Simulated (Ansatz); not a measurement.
# CaO (model structure, started from the CsCl type, Pm-3m, No. 221, 2 atoms in the cell; like a known high-pressure phase): bulk modulus B0 by level of theory

No measured value is used here.

```json
[
 {"level (code)": "LDA (Ansatz)", "value (GPa)": "134", "cell (Å³/atom)": "11.55"},
 {"level (code)": "PBEsol (Ansatz)", "value (GPa)": "119", "cell (Å³/atom)": "12.05"},
 {"level (code)": "r²SCAN (Ansatz)", "value (GPa)": "___", "cell (Å³/atom)": "12.23"}
]
```

Fill in the missing entries.


- r²SCAN (Ansatz, a program for electronic structure), value (GPa): 122

LDA, PBEsol, r²SCAN: the bulk modulus is −V dP/dV from two relaxed cells at ±2 % in volume. Each level is taken at its own relaxed cell. Cutoffs differ between the levels. Ansatz's density-functional and Hartree–Fock values are scalar-relativistic unless marked +SOC, with PAW data made under PBE.

A model structure was made by putting elements into a prototype or built by hand; it is no filed structure, need not be a known phase, and can be a saddle point held by its symmetry.
